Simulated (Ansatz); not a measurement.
**Effect of uniaxial strain ε_xx = −0.54 % on CdSe**

Consider CdSe in the wurtzite structure (space group P6_3mc, No. 186; a = 4.340 Å, c = 7.078 Å). Axes: x lies along a and z along c of the hexagonal cell.

Perturbation: uniaxial strain ε_xx = −0.54 %, all other strain components held at zero; the atoms relax in the strained cell.

All numbers come from r2SCAN/PAW in Ansatz (a program for electronic structure), scalar-relativistic without spin-orbit coupling. Γ-centred 9×9×5 mesh, Fermi–Dirac width 0.05 eV.

The volume per atom shrinks by 0.156 Å³, from 28.86 Å³ to 28.71 Å³ and the space group goes from P6_3mc (No. 186) to Cmc2_1 (No. 36). The shortest interatomic distance decreases by 0.0101 bohr, from 5.018 bohr to 5.007 bohr and the energy stays essentially unchanged. The pressure (mean of the normal stresses, compression positive) goes from zero to 0.28 GPa and the band gap stays essentially unchanged (1.11 eV against 1.10 eV). The gap character stays direct at Γ and the electron mass goes from 0.093 mₑ along c, 0.10 mₑ across (at Γ) to 0.093 mₑ along z, 0.10 mₑ across (at Γ). The valence-band top at Γ (three highest levels, from the VBM) becomes 0.00, -0.02, -0.06 eV (base: 0.00, 0.00, -0.04 eV) and the stress (xx, yy, zz, yz, xz, xy; compression positive) comes out as (0.39, 0.24, 0.21, 0.00, 0.00, 0.00) GPa.

Effective masses come from finite differences of ±0.01 Å⁻¹. No phonon test of stability was made. k-point labels follow each cell's own Brillouin zone.
